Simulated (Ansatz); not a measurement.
Partial pair distribution functions of a relaxed model of amorphous Si₂₄O₄₇, broadened by 0.06 Å; density 2.20 g/cm³. Level of theory: PBE, scalar-relativistic without spin-orbit coupling (plane waves to 420 eV, PAW; Ansatz, a program for electronic structure). The usual formal charges leave 2 electrons over, so the level spacing at the Fermi energy parts defect or band states and needn't be the band gap.

The cell was made by melting and quenching with the CHGNet potential and then relaxed with DFT. O atoms were pushed apart under 1.9 Å during the dynamics, to hinder bonds among them. The hot cell started wider than the set density and was brought back towards it in steps. It is the lowest in DFT energy of 4 quenches. It is a model cell: composition and starting density were chosen by hand, and all elements were melted together. No dispersion term was used. Its density started from a set value of 2.20 and ended at 2.20 g/cm³. Cooling (nominally 480 K/ps over its main leg) ran many orders faster than in experiment, which tends to leave more defects and strain. A cell of this size samples the disorder only roughly. The volume was held where the preparation left it, at a PBE pressure of 0.1 GPa. Stress components on the final sampling reach 2.1 GPa.

```tsv
r (Å)	g Si-O	g Si-Si	g O-O
1.40	0.02	0.00	0.00
1.50	1.89	0.00	0.00
1.60	14.94	0.00	0.00
1.70	9.40	0.00	0.00
1.80	0.49	0.00	0.00
1.90	0.00	0.00	0.00
2.00	0.00	0.00	0.00
2.10	0.00	0.00	0.00
2.20	0.00	0.00	0.00
2.30	0.00	0.00	0.00
2.40	0.00	0.00	0.11
2.50	0.00	0.00	1.47
2.60	0.01	0.00	5.61
2.70	0.10	0.16	6.07
2.80	0.16	1.15	2.22
2.90	0.15	2.77	0.40
3.00	0.21	3.95	0.40
3.10	0.30	3.89	0.39
3.20	0.75	2.45	0.23
3.30	0.89	0.88	0.39
3.40	0.73	0.14	0.52
3.50	1.12	0.19	0.46
3.60	1.23	0.51	0.51
3.70	1.11	0.20	0.51
3.80	1.43	0.01	0.46
3.90	1.79	0.05	0.57
4.00	1.54	0.37	0.76
4.10	1.76	0.72	0.87
4.20	1.95	0.79	0.79
4.30	1.35	0.99	0.77
4.40	0.67	0.64	0.92
4.50	0.62	0.96	1.14
4.60	0.70	1.12	1.34
4.70	0.78	0.70	1.29
4.80	0.86	1.58	1.46
4.90	0.79	1.92	1.26
5.00	0.73	1.14	1.24
5.10	0.85	1.11	1.36
```

Within 1.90 Å each Si has 3.92 O neighbours on average.
